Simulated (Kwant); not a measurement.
Device: wire with one Gaussian impurity in a InAs two-dimensional gas. Effective mass 0.023 mₑ, grid spacing 2.7 nm, hard walls, nominal width 68 nm (25 grid rows, so walls 70.2 nm apart), one parabolic valley, scattering region 240 nm long along x; energies count from the band bottom; Fermi energy swept from 0.0020436 to 0.043427 eV. Impurity U exp(−r²/2σ²), U = -0.07 eV, σ = 8.1 nm, 16 nm off the axis.

Constants are typed, rounded textbook-type inputs, not results; the design itself was drawn at random and stands for no fabricated device.

Computed with Kwant: effective-mass tight-binding model on a square grid, one spin, coherent transport at 0 K. Conductance is in e²/h.

Density of the scattering states that come in from the left lead, at energy = 0.012477 eV, in bins, relative to the largest site value (x marks bins outside the device):

```
|00000000000000000000000111000000000000000000|
|00000011100000000000001343211000000000000000|
|10000122210000010000001675431100000000000000|
|21000133310000111001101897532110000000000000|
|31000244420001221001211898642110000000000000|
|42001356531001232001420698642110000000000000|
|42001367631002332002540466532100000000000000|
|53001467631002443101561244331100000000000000|
|63101478741013554101562022221000000000000000|
|74101479741014665201463001110000000000000000|
|74101479741015786200243000000000000000000000|
|74101478630025897300132100000000000000000000|
|74101467630026997410022100000011110000000000|
|74101367520026998410012110001111111000000000|
|64100356420025897410012111111111111000000000|
|53100245420025787410011111111222111100000000|
|42100234310024676410001111111222111100000000|
|32000123210013565310001111111121111000000000|
|21000122100012444210000111111111111000000000|
|11000011100002332100000011111111100000000000|
|10000000000001111100000000000000000000000000|
|00000000000000000000000000000000000000000000|
```
Scale: ten equal steps from 0.000 (start of '0') to 0.985 (end of '9'), in the order '0123456789'; x runs from -116 to 116, y from -30.9 (bottom) to 30.9 (top).

The conductance there is 0.16 e²/h with 1 open channel(s) in the leads.
